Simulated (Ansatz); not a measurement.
A computed series for SiS2: pressure series

The reference is SiS$_{2}$ (space group Ibam, No. 72; a = 5.803 Å, b = 9.892 Å, c = 5.546 Å; made of chains).

Cell and atoms are relaxed at each pressure.

All numbers come from r2SCAN, PAW, 500 eV (Ansatz, an electronic-structure program; no SOC).

| case | band gap | gap character | density | shortest interatomic distance |
|---|---|---|---|---|
| base | 3.31 eV | indirect, Σ₀–Γ (22 % along) → k = (3/8, 3/8, -3/8) in the run's primitive reciprocal basis | 1.92 g/cm³ | 2.134 Å |
| pressure 1.8 GPa | 3.01 eV | indirect, Σ₀–Γ (20 % along) → G₀–X (75 % along) | 2.22 g/cm³ | 2.127 Å |
| pressure 4.2 GPa | 2.78 eV | indirect, Σ₀–Γ (20 % along) → X | 2.42 g/cm³ | 2.118 Å |
| pressure 9 GPa | 2.54 eV | indirect, Σ₀–Γ (18 % along) → X | 2.69 g/cm³ | 2.105 Å |
| pressure 18 GPa | 2.02 eV | indirect, Σ₀–Γ (18 % along) → Γ | 3.02 g/cm³ | 2.085 Å |
| pressure 30 GPa | 1.26 eV | direct at Γ | 3.35 g/cm³ | 2.066 Å |
| pressure 45 GPa | 0.38 eV | direct at Γ | 3.67 g/cm³ | 2.048 Å |
| pressure 60 GPa | zero | – | 3.98 g/cm³ | 2.038 Å |

A case with no gap was solved on a k-mesh chosen for an insulator, which is coarse for it. Load acts through the strain it causes; cell and atoms are relaxed under it. Stability against distortions was not tested. No other phases were tried under pressure. All final runs are without spin polarisation. No dispersion term is included, though the crystal is made of layers, chains or molecules, so its spacings can come out too wide. The zero or small gap of SiS2 under pressure 60 GPa can change with the level of theory.
